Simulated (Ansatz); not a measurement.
# What Pb → Mo does to PbS

The reference is PbS in the rock salt structure (space group Fm-3m, No. 225; a = 5.903 Å).

Modification: full substitution Pb → Mo, then cell and atoms are relaxed.

Method: Ansatz (a program for electronic structure) PBEsol, without spin-orbit coupling, earlier PAW set. k-mesh 16×16×16 (Γ-centred); smearing 0.05 eV (Fermi–Dirac), for the changed cell.

- Volume per atom = 14.67 Å³ (base 25.71 Å³)
- Density = 7.24 g/cm³ (base 7.73 g/cm³)
- Lattice parameter a = 489.6 pm (base 590.3 pm)
- Space group = Fm-3m (No. 225) (base Fm-3m (No. 225))
- Shortest interatomic distance = 244.8 pm (base 295.1 pm)
- Band gap = zero (base 0.20 eV)

Final structure:

```yaml
crystal:
  lattice:
    - [0.00000, 2.44810, 2.44810]
    - [2.44810, 0.00000, 2.44810]
    - [2.44810, 2.44810, 0.00000]
  atoms:
    - { symbol: S, position: [0.00000, 0.00000, 0.00000] }
    - { symbol: Mo, position: [0.50000, 0.50000, 0.50000] }
```

Cost of the whole job for the changed cell (relaxation, final SCF and bands): very roughly 22 core-seconds.

With Pb present, leaving out spin-orbit coupling can change the band edges. Whether these cells are dynamically stable was not tested. As relaxed here, MoS is a hypothetical phase, not in the database extracts checked. The final runs are not spin-polarised. MoS has a high density of states at the Fermi level and may be magnetic at this level. A zero or small gap of PbS can be the functional's error rather than a property of the material.
